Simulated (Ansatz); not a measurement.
The starting structures come from a database of crystals and need not be the phases stable at ambient conditions.

Tunnelling through a barrier is set by its complex band structure: the current falls as exp(−2κd) with the smallest κ.

```yaml
crystal:
  lattice:
    - [4.90800, 0.00000, 0.00000]
    - [0.00000, 7.95933, 0.00000]
    - [0.00000, 0.00000, 8.76008]
  atoms:
    - { symbol: Tl, position: [0.75000, 0.81905, 0.98723] }
    - { symbol: Tl, position: [0.25000, 0.18095, 0.01277] }
    - { symbol: Tl, position: [0.25000, 0.31905, 0.51277] }
    - { symbol: Tl, position: [0.75000, 0.68095, 0.48723] }
    - { symbol: Ag, position: [0.75000, 0.41303, 0.16860] }
    - { symbol: Ag, position: [0.25000, 0.58697, 0.83140] }
    - { symbol: Ag, position: [0.25000, 0.91303, 0.33140] }
    - { symbol: Ag, position: [0.75000, 0.08697, 0.66860] }
    - { symbol: Te, position: [0.25000, 0.59725, 0.18649] }
    - { symbol: Te, position: [0.75000, 0.40275, 0.81351] }
    - { symbol: Te, position: [0.75000, 0.09725, 0.31351] }
    - { symbol: Te, position: [0.25000, 0.90275, 0.68649] }
```

Space group of this cell: Pnma. The cell is taken as given.

Transport runs along the normal of the first two printed cell vectors.

The gap is the functional's own. No spin-orbit coupling. Mid-gap values are interpolated on the energy grid.

**Question.** Predict the band gap and the smallest decay constant κ at mid-gap from r2SCAN in Ansatz (a program for electronic structure).

**Answer.** Gap 0.93 eV on a 6×4×4 mesh; κ = 0.113 1/Å, at (0.500, 0.500) of the in-plane reciprocal vectors. At the zone centre, at the nearest computed energy, the slowest state has κ = 0.16 1/Å.
